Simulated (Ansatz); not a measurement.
# ScPt3 (model structure, started from the D022 type, I4/mmm, No. 139, 4 atoms in the cell): properties by level of theory

```tsv
level (code)	lattice parameter a (Å)	lattice parameter c (Å)
LDA (Ansatz)	3.913	7.999
PBE (Ansatz)	3.998	8.179
PBEsol (Ansatz)	3.944	8.062
r²SCAN (Ansatz)	3.965	8.145
```

Ansatz's density-functional and Hartree–Fock values are scalar-relativistic unless marked +SOC, with PAW data made under PBE.

The crystal itself was run without spin with LDA, PBE, PBEsol, r²SCAN; a magnetic state was not tried in these runs.

A model structure was made by putting elements into a prototype or built by hand; it is no filed structure, need not be a known phase, and can be a saddle point held by its symmetry.

Ansatz is a first-principles code.
